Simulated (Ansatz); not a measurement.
# Response to strain in TiAl

Take TiAl (space group P4/mmm, No. 123) as the base.

```
CELL_PARAMETERS angstrom
      2.81292     0.00000     0.00000
      0.00000     2.81292     0.00000
      0.00000     0.00000     4.05841
ATOMIC_POSITIONS crystal
  Al 0.50000 0.50000 0.50000
  Ti 0.00000 0.00000 0.00000
```

Cartesian axes are those of the cell as printed.

Strains are applied to the cell and any free atomic positions relax; under biaxial strain the out-of-plane vector relaxes too; under stress the whole cell relaxes.

All numbers come from DFT with r2SCAN, PAW potentials and a 500 eV plane-wave cutoff in Ansatz (a first-principles code), without spin-orbit coupling.

Notes on the quantities. pressure: mean of the normal stresses, compression positive.

```json
[
 {"case": "base", "pressure": "0.0 GPa", "shortest interatomic distance": "2.813 Å"},
 {"case": "biaxial strain −3.22 %, plane normal [001], relaxed out of plane", "pressure": "4.6 GPa", "shortest interatomic distance": "2.722 Å"},
 {"case": "biaxial strain −3.08 %, plane normal [001], relaxed out of plane", "pressure": "4.4 GPa", "shortest interatomic distance": "2.726 Å"},
 {"case": "biaxial strain −1.83 %, plane normal [001], relaxed out of plane", "pressure": "2.6 GPa", "shortest interatomic distance": "2.761 Å"},
 {"case": "biaxial strain −0.52 %, plane normal [001], relaxed out of plane", "pressure": "0.7 GPa", "shortest interatomic distance": "2.798 Å"},
 {"case": "isotropic strain +5.20 %", "pressure": "-13.7 GPa", "shortest interatomic distance": "2.959 Å"},
 {"case": "uniaxial strain ε_yy = +3.58 %", "pressure": "-3.9 GPa", "shortest interatomic distance": "2.813 Å"},
 {"case": "uniaxial strain ε_zz = −0.54 %", "pressure": "0.7 GPa", "shortest interatomic distance": "2.813 Å"},
 {"case": "uniaxial strain ε_zz = +5.83 %", "pressure": "-6.1 GPa", "shortest interatomic distance": "2.813 Å"},
 {"case": "uniaxial stress, 8 GPa tension along z", "pressure": "–", "shortest interatomic distance": "2.763 Å"}
]
```

Without a gap, meshes like the base's 16×16×12 leave anisotropic stresses uncertain by several tenths of a GPa, and small strain energies with them. Stability under load was not tested beyond the relaxation. All final runs are without spin polarisation.
